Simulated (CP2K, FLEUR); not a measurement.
A CP2K input for a self-consistent single point of BiPt (P6_3/mmc, 4 atoms in the cell) (DFT LDA (Pade form), GPW, DZVP-MOLOPT-SR-GTH basis, GTH-PADE potentials (GTH_POTENTIALS)):

```
&GLOBAL
  PROJECT calc
  RUN_TYPE ENERGY_FORCE
  PRINT_LEVEL LOW
&END GLOBAL
&FORCE_EVAL
  METHOD Quickstep
  STRESS_TENSOR ANALYTICAL
  &DFT
    BASIS_SET_FILE_NAME BASIS_MOLOPT
    POTENTIAL_FILE_NAME GTH_POTENTIALS
    &QS
      METHOD GPW
      EPS_DEFAULT 1E-10
    &END QS
    &MGRID
      CUTOFF 500
      REL_CUTOFF 50
      NGRIDS 5
    &END MGRID
    &SCF
      SCF_GUESS ATOMIC
      EPS_SCF 1E-6
      MAX_SCF 100
      ADDED_MOS 8
      &DIAGONALIZATION
        ALGORITHM STANDARD
      &END DIAGONALIZATION
      &MIXING
        METHOD BROYDEN_MIXING
        ALPHA 0.2
        NBUFFER 8
        BETA 1
      &END MIXING
      &SMEAR ON
        METHOD FERMI_DIRAC
        ELECTRONIC_TEMPERATURE [K] 1160.45
      &END SMEAR
    &END SCF
    &KPOINTS
      SCHEME MONKHORST-PACK 7 7 5
    &END KPOINTS
    &XC
      &XC_FUNCTIONAL PADE
      &END XC_FUNCTIONAL
    &END XC
    &PRINT
      &MO
        EIGENVALUES T
        OCCUPATION_NUMBERS T
        NDIGITS 8
        FILENAME mo
        &EACH
          QS_SCF 0
        &END EACH
        ADD_LAST NUMERIC
      &END MO
      &MULLIKEN OFF
      &END MULLIKEN
    &END PRINT
  &END DFT
  &SUBSYS
    &CELL
      A 4.39676200 0.00000000 0.00000000
      B -2.19838100 3.80770700 0.00000000
      C 0.00000000 0.00000000 5.55247300
      PERIODIC XYZ
    &END CELL
    &COORD
      SCALED
      Bi       0.33333300     0.66666700     0.25000000
      Bi       0.66666700     0.33333300     0.75000000
      Pt       0.00000000     0.00000000     0.50000000
      Pt       0.00000000     0.00000000     0.00000000
    &END COORD
    &KIND Bi
      BASIS_SET DZVP-MOLOPT-SR-GTH-q5
      POTENTIAL GTH-PADE-q5
    &END KIND
    &KIND Pt
      BASIS_SET DZVP-MOLOPT-SR-GTH-q18
      POTENTIAL GTH-PADE-q18
    &END KIND
  &END SUBSYS
  &PRINT
    &FORCES ON
    &END FORCES
    &STRESS_TENSOR ON
    &END STRESS_TENSOR
  &END PRINT
&END FORCE_EVAL
```

Problem. Give the FLEUR input for the same structure, mesh, smearing and functional.

Solution. One input that does it (others would too):

Input of the input generator:

```
BiPt FLAPW
&input film=f /
8.3086753754 0.0000001485 0.0000000000
-4.1543378163 7.1955238727 0.0000000000
0.0000000000 0.0000000000 10.4926532844
1.0
1.0 1.0 1.0

4
83 0.3333333333 0.6666666667 0.2500000000
83 0.6666666667 0.3333333333 0.7500000000
78 0.0000000000 0.0000000000 0.5000000000
78 0.0000000000 0.0000000000 0.0000000000

&comp jspins=1 /
&exco xctyp='vwn' /
&kpt div1=7 div2=7 div3=5 /
&end /
```

```xml
<?xml version="1.0" encoding="UTF-8" standalone="no"?>
<fleurInput fleurInputVersion="0.39">
   <comment>
      BiPt FLAPW                                                                                          
   </comment>
   <calculationSetup>
      <cutoffs Kmax="4.1" Gmax="14.3" GmaxXC="14.3" numbands="0"/>
      <scfLoop itmax="100" minDistance="0.00001" maxIterBroyd="15" imix="Anderson" alpha="0.05" precondParam="0.0" spinf="2.0"/>
      <coreElectrons ctail="T" frcor="F" kcrel="0" coretail_lmax="0"/>
      <xcFunctional name="vwn" relativisticCorrections="F"/>
      <magnetism jspins="1"/>
      <soc l_soc="F" theta="0.0" phi="0.0" spav="F"/>
      <expertModes spex="0" secvar="F"/>
      <geometryOptimization l_f="T" forcealpha="1.0" forcemix="BFGS" epsdisp="0.00001" epsforce="0.00001"/>
      <ldaU l_linMix="F" mixParam="0.05" spinf="1.0"/>
   </calculationSetup>
   <cell>
      <bzIntegration valenceElectrons="62.0" mode="hist" fermiSmearingEnergy="0.00367493">
         <kPointListSelection listName="default-1"/>
         <!-- k-points included here -->
         <xi:include xmlns:xi="http://www.w3.org/2001/XInclude" href="kpts.xml"> </xi:include>
      </bzIntegration>
      <!-- symmetry operations included here -->
      <xi:include xmlns:xi="http://www.w3.org/2001/XInclude" href="sym.xml"> </xi:include>
      <bulkLattice scale="1.0">
         <bravaisMatrix>
            <row-1>    8.3086753754000000     0.0000001485000000     0.0000000000000000</row-1>
            <row-2>   -4.1543378163000000     7.1955238726999999     0.0000000000000000</row-2>
            <row-3>    0.0000000000000000     0.0000000000000000    10.4926532843999993</row-3>
         </bravaisMatrix>
      </bulkLattice>
   </cell>
   <atomSpecies>
      <species name="Bismuth (Bi)" element="Bi" atomicNumber="83">
         <mtSphere radius="2.65" gridPoints="915" logIncrement="0.015"/>
         <atomicCutoffs lmax="10" lnonsphr="8"/>
         <electronConfig flipSpins="F">
            <coreConfig>(1s1/2) (2s1/2) (2p1/2) (2p3/2) (3s1/2) (3p1/2) (3p3/2) (4s1/2) (3d3/2) (3d5/2) (4p1/2) (4p3/2) (5s1/2) (4d3/2) (4d5/2) (5p1/2) (5p3/2) (4f5/2) (4f7/2)</coreConfig>
            <valenceConfig>(6s1/2) (5d3/2) (5d5/2) (6p1/2) (6p3/2)</valenceConfig>
            <stateOccupation state="(6p1/2)" spinUp="0.5" spinDown="0.5"/>
            <stateOccupation state="(6p3/2)" spinUp="1.0" spinDown="1.0"/>
         </electronConfig>
         <energyParameters s="6" p="6" d="6" f="5"/>
         <lo type="SCLO" l="2" n="5" eDeriv="0"/>
      </species>
      <species name="Platinum (Pt)" element="Pt" atomicNumber="78">
         <mtSphere radius="2.45" gridPoints="847" logIncrement="0.016"/>
         <atomicCutoffs lmax="10" lnonsphr="8"/>
         <electronConfig flipSpins="F">
            <coreConfig>(1s1/2) (2s1/2) (2p1/2) (2p3/2) (3s1/2) (3p1/2) (3p3/2) (4s1/2) (3d3/2) (3d5/2) (4p1/2) (4p3/2) (5s1/2) (4d3/2) (4d5/2) (4f5/2) (4f7/2)</coreConfig>
            <valenceConfig>(5p1/2) (5p3/2) (6s1/2) (5d3/2) (5d5/2)</valenceConfig>
            <stateOccupation state="(6s1/2)" spinUp="0.5" spinDown="0.5"/>
            <stateOccupation state="(5d3/2)" spinUp="1.8" spinDown="1.8"/>
            <stateOccupation state="(5d5/2)" spinUp="2.7" spinDown="2.7"/>
         </electronConfig>
         <energyParameters s="6" p="6" d="5" f="5"/>
         <lo type="SCLO" l="1" n="5" eDeriv="0"/>
      </species>
   </atomSpecies>
   <atomGroups>
      <atomGroup species="Bismuth (Bi)">
         <relPos label="                   1">1.000/3.000 -1.000/3.000 1.000/4.000</relPos>
         <relPos label="                   2">-1.000/3.000 1.000/3.000 -1.000/4.000</relPos>
         <force calculate="T" relaxXYZ="TTT"/>
      </atomGroup>
      <atomGroup species="Platinum (Pt)">
         <relPos label="                   3">.0000000000 .0000000000 1.000/2.000</relPos>
         <relPos label="                   4">.0000000000 .0000000000 .0000000000</relPos>
         <force calculate="T" relaxXYZ="TTT"/>
      </atomGroup>
   </atomGroups>
   <output dos="F" band="F" slice="F">
      <checks vchk="F" cdinf="F"/>
      <bandDOS minEnergy="-.5*Htr" maxEnergy="0.5*Htr" sigma="0.015" storeEVData="T"/>
      <vacuumDOS vacdos="F" integ="F" star="F" nstars="0" locx1="0.0" locy1="0.0" locx2="0.0" locy2="0.0" nstm="0" tworkf="0.0"/>
      <unfoldingBand unfoldBand="F" supercellX="1" supercellY="1" supercellZ="1"/>
      <plotting iplot="0" polar="F">
         <plot TwoD="T" vec1="  1.0  0.0  0.0" vec2="  0.0  1.0  0.0" vec3="  0.0  0.0  1.0" zero="  0.0  0.0  0.0" file="plot"/>
      </plotting>
      <chargeDensitySlicing numkpt="0" minEigenval="0.0" maxEigenval="0.0" nnne="0" pallst="F"/>
      <specialOutput eonly="F"/>
      <magneticCircularDichroism mcd="F" energyLo="-10.0" energyUp="0.0"/>
   </output>
  <!-- We include the file relax.xml here to enable relaxations (see documentation) -->
  <xi:include xmlns:xi="http://www.w3.org/2001/XInclude" href="relax.xml"> <xi:fallback/> </xi:include>
</fleurInput>
```

Basis, cutoffs, solver keys and any potentials are the target program's own. This input uses DFT, LDA (Vosko-Wilk-Nusair), all-electron FLAPW (FLEUR), scalar-relativistic valence. LDA parametrisations can differ slightly between programs.

The starting cell comes from a database of computed structures (which also holds hypothetical and non-ambient phases and stackings), without a prior relaxation at this level. Its lattice was rescaled by a random factor within 2.5 % of one.
